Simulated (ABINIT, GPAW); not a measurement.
An ABINIT input for a self-consistent single point of MnN (F-43m, 2 atoms in the cell) (DFT, LDA (PW92), plane waves, PAW (JTH v2.0 LDA PAW)):

```
# MnN, JTH v2.0 LDA PAW
pp_dirpath "./"
pseudos "Mn.LDA_PW-JTH.xml, N.LDA_PW-JTH.xml"
acell 3*1.0
rprim
        -0.0000000000    3.9976589249    3.9976589249
         3.9976589249   -0.0000000000    3.9976589249
         3.9976589249    3.9976589249   -0.0000000000
natom 2
ntypat 2
znucl 25 7
typat 1 2
xred
         0.0000000000    0.0000000000    0.0000000000
         0.2500000000    0.2500000000    0.2500000000
ecut 816 eV
pawecutdg 1633 eV
pawxcdev 0
occopt 3
tsmear 0.00367493
nband 15
kptopt 1
ngkpt 9 9 9
nshiftk 1
shiftk 0 0 0
nstep 100
toldfe 1.0e-09
prtwf 0
prtden 0
```

### Question
Give the GPAW input for the same structure, mesh, smearing and functional.

### Answer
This is the input that was run; spellings and numerical settings could be chosen otherwise.

```python
from ase import Atoms
from ase.units import GPa
from gpaw import GPAW

atoms = Atoms(['Mn', 'N'],
              cell=[[0.000000, 2.115470, 2.115470],
                    [2.115470, 0.000000, 2.115470],
                    [2.115470, 2.115470, 0.000000]],
              positions=[[0.000000, 0.000000, 0.000000],
                         [1.057735, 1.057735, 1.057735]],
              pbc=True)

calc = GPAW(mode={'name': 'pw', 'ecut': 950},
            xc='LDA',
            kpts=(9, 9, 9),
            occupations={'name': 'fermi-dirac', 'width': 0.1},
            nbands=-6,
            convergence={'forces': 0.001},
            symmetry={'symmorphic': False, 'tolerance': 0.0005},
            maxiter=150)

atoms.calc = calc

energy = atoms.get_potential_energy()
print('Energy (eV):', round(energy, 6))
forces = atoms.get_forces()
print('Forces (eV/Ang):')
print(forces.round(5))
stress = atoms.get_stress()
print('Stress (GPa, Voigt):', (stress / GPa).round(4))
```

Basis, cutoffs, solver keys and any potentials are the target program's own. This input uses DFT LDA (Perdew-Wang 92), plane waves, GPAW PAW datasets LDA (gpaw-data 1.0.1). LDA parametrisations can differ slightly between programs.

The starting cell comes from a database of computed structures (which also holds hypothetical and non-ambient phases and stackings), without a prior relaxation at this level.
